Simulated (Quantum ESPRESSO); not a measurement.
A self-consistent single point of ZrAlFe4 (F-43m, 6 atoms in the cell) with Quantum ESPRESSO.

Method: PBEsol, PSlibrary PAW (PBE) pseudopotentials (plane waves; Quantum ESPRESSO).

```xyz
6
Lattice="0.0000 3.4339 3.4339 3.4339 0.0000 3.4339 3.4339 3.4339 0.0000" Properties=species:S:1:pos:R:3 pbc="T T T"
Zr     3.4339     3.4339     3.4339
Al     1.7169     1.7169     1.7169
Fe     6.0149     6.0149     6.0149
Fe     6.0149     4.2866     4.2866
Fe     4.2866     4.2866     6.0149
Fe     4.2866     6.0149     4.2866
```
Moments meant for the start (each program seeds them in its own way; μB, in the order of the atoms Zr Al Fe Fe Fe Fe): 1.0 0.0 4.0 4.0 4.0 4.0.

Reference input (self-consistent single point, DFT, PBEsol, plane waves, PSlibrary PAW (PBE) pseudopotentials): ecutwfc = 55 Ry; ecutrho = 330 Ry; occupations = smearing; smearing = cold; degauss = 0.0073499 Ry; nspin = 2; input_dft = pbesol; K_POINTS = automatic 5 5 5 0 0 0; conv_thr = 1e-09 Ry; mixing_beta = 0.3. This run's input differs from it in these lines:

```diff
@@ -13,4 +13,4 @@
    ntyp = 3
-   ecutwfc = 55
-   ecutrho = 330
+   ecutwfc = 33
+   ecutrho = 198
    occupations = 'smearing'
```

Output (repeated stretches shortened):

```
     Self-consistent Calculation

     iteration #  1     ecut=    33.00 Ry     beta= 0.30

---- Real-time Memory Report at c_bands before calling an iterative solver
           136 MiB given to the printing process from OS
            56 MiB allocation reported by mallinfo(arena+hblkhd)
------------------

     Threshold (ethr) on eigenvalues was too large:
     Diagonalizing with lowered threshold

---- Real-time Memory Report at c_bands before calling an iterative solver
           161 MiB given to the printing process from OS
            64 MiB allocation reported by mallinfo(arena+hblkhd)
------------------

   [... lines left out ...]

---- Real-time Memory Report at c_bands before calling an iterative solver
           169 MiB given to the printing process from OS
            72 MiB allocation reported by mallinfo(arena+hblkhd)
------------------

     Magnetic moment per site  (integrated on atomic sphere of radius R)
     atom   1 (R=0.242)  charge=  9.6499  magn= -0.3533
     atom   2 (R=0.242)  charge=  1.6913  magn= -0.0967
     atom   3 (R=0.205)  charge=  6.3746  magn=  1.7671
     atom   4 (R=0.205)  charge=  6.3746  magn=  1.7671
     atom   5 (R=0.205)  charge=  6.3746  magn=  1.7671
     atom   6 (R=0.205)  charge=  6.3746  magn=  1.7671
     End of self-consistent calculation

     the Fermi energy is    12.9454 ev

!    total energy              =    -899.57922848 Ry
     estimated scf accuracy    <          4.4E-10 Ry
     smearing contrib. (-TS)   =       0.00046014 Ry
     internal energy E=F+TS    =    -899.57968862 Ry

      -> PAW hartree energy AE =     229.10091417 Ry
      -> PAW hartree energy PS =    -228.55063065 Ry
      -> PAW xc energy AE      =    -695.60625806 Ry
      -> PAW xc energy PS      =     139.56210064 Ry
      -> total E_H with PAW    =      58.75713569 Ry
      -> total E_XC with PAW   =    -698.52874232 Ry

     total magnetization       =     6.34 Bohr mag/cell
     absolute magnetization    =     8.01 Bohr mag/cell

     convergence has been achieved in  20 iterations

     Forces acting on atoms (cartesian axes, Ry/au):

   [... lines left out ...]

     Total force =     0.002270     Total SCF correction =     0.000004

          total   stress  (Ry/bohr**3)                   (kbar)     P=     -109.31
  -0.00074310  -0.00000000   0.00000000         -109.31       -0.00        0.00
   0.00000000  -0.00074310   0.00000000            0.00     -109.31        0.00
   0.00000000   0.00000000  -0.00074310            0.00        0.00     -109.31

   JOB DONE.
```

The run converged in 20 iterations. Against the reference run the free energy goes up by 58.6 meV/atom, the pressure goes from -8.46 to -10.93 GPa, the largest force goes from 0.037 to 0.029 eV/Å and the size of the net moment stays at 1.06 μB/atom.

The starting cell comes from a database of computed structures (which also holds hypothetical and non-ambient phases and stackings), without a prior relaxation at this level. The magnetic order is the one reached from the typed start; others were not searched systematically. At the lowered cutoff the pressure carries the error of an incomplete plane-wave basis.

Cost on one core of a shared machine: roughly 3 min.
